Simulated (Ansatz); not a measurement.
Start from ZnO in the wurtzite structure (space group P6_3mc, No. 186; a = 3.235 Å, c = 5.211 Å).

Levels (all Ansatz, a first-principles code, PAW): r2SCAN (500 eV, no SOC); HSE06 (420 eV, without spin-orbit coupling).

The geometry is relaxed with r2SCAN.

```
Property           Value
---------------  -------
r2SCAN band gap  1.24 eV
```

With HSE06 at the same geometry, the band gap rises by 1.29 eV (1.24 eV → 2.53 eV).

Single points use the geometry relaxed with r2SCAN. No phonon test of stability was made.
